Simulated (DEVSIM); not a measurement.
Device: abrupt Si n-p junction, at 300 K.

```tsv
layer (left to right)	material	thickness (μm)	Nd (cm⁻³)	Na (cm⁻³)	τn (s)	τp (s)
1	Si	49.0	3.2e15	-	9.1e-5	9.1e-5
2	Si	3.70	-	4e16	9.1e-5	9.1e-5
```

Left contact: ohmic. Right contact: ohmic. Voltage is applied to the left contact. Recombination: SRH at mid-gap, radiative, Auger. Mobility is constant in doping.

Constants are typed, rounded textbook-type inputs, not results; the design itself was drawn at random and stands for no fabricated device. Values at 300 K.

| parameter | Si |
|---|---|
| gap (eV) | 1.124 |
| affinity (eV) | 4.05 |
| permittivity | 11.7 |
| Nc (cm⁻³) | 2.86e19 |
| Nv (cm⁻³) | 3.1e19 |
| μn (cm²/Vs) | 1417 |
| μp (cm²/Vs) | 470 |
| B (cm³/s) | 4.7e-15 |
| Cn (cm⁶/s) | 2.8e-31 |
| Cp (cm⁶/s) | 9.9e-32 |

Simulated with DEVSIM: 1D drift-diffusion, Boltzmann statistics, complete ionisation; no tunnelling, impact ionisation, image-force lowering or self-heating.

Task: Tabulate band edges, carrier densities and field at -0.9 V on the left contact.

Result: Energies count from the Fermi level of the right contact; mesh points crowd at the junctions.

| x (μm) | Ec (eV) | Ev (eV) | n (cm⁻³) | p (cm⁻³) | field (V/cm) |
|---|---|---|---|---|---|
| 0.000 | 1.135 | 0.011 | 3.2e15 | 36000 | -200 |
| 0.03991 | 1.134 | 0.010 | 3.2e15 | 5.1e13 | -200 |
| 0.1461 | 1.132 | 0.008 | 3.4e15 | 1.8e14 | -190 |
| 0.4476 | 1.127 | 0.003 | 3.7e15 | 5.0e14 | -160 |
| 1.715 | 1.111 | -0.014 | 4.7e15 | 1.5e15 | -110 |
| 4.604 | 1.085 | -0.039 | 6.2e15 | 3.0e15 | -73 |
| 12.29 | 1.041 | -0.083 | 8.9e15 | 5.7e15 | -47 |
| 35.72 | 0.959 | -0.165 | 1.4e16 | 1.0e16 | -28 |
| 44.23 | 0.937 | -0.187 | 1.5e16 | 1.2e16 | -25 |
| 47.22 | 0.929 | -0.195 | 1.5e16 | 1.2e16 | -25 |
| 48.35 | 0.926 | -0.198 | 1.6e16 | 1.2e16 | -24 |
| 48.84 | 0.925 | -0.199 | 1.6e16 | 1.2e16 | -13 |
| 48.95 | 0.928 | -0.196 | 1.4e16 | 1.4e16 | 1200 |
| 49.00 | 0.942 | -0.182 | 8.1e15 | 2.4e16 | 7000 |
| 49.06 | 0.957 | -0.167 | 4.4e15 | 4.3e16 | 310 |
| 49.20 | 0.957 | -0.167 | 4.2e15 | 4.4e16 | -14 |
| 49.56 | 0.957 | -0.167 | 3.8e15 | 4.4e16 | -14 |
| 50.52 | 0.955 | -0.169 | 2.7e15 | 4.3e16 | -15 |
| 52.09 | 0.953 | -0.171 | 7.9e14 | 4.1e16 | -16 |
| 52.49 | 0.952 | -0.172 | 2.7e14 | 4.0e16 | -17 |
| 52.64 | 0.952 | -0.172 | 8.4e13 | 4.0e16 | -17 |
| 52.70 | 0.952 | -0.172 | 2900 | 4.0e16 | -17 |
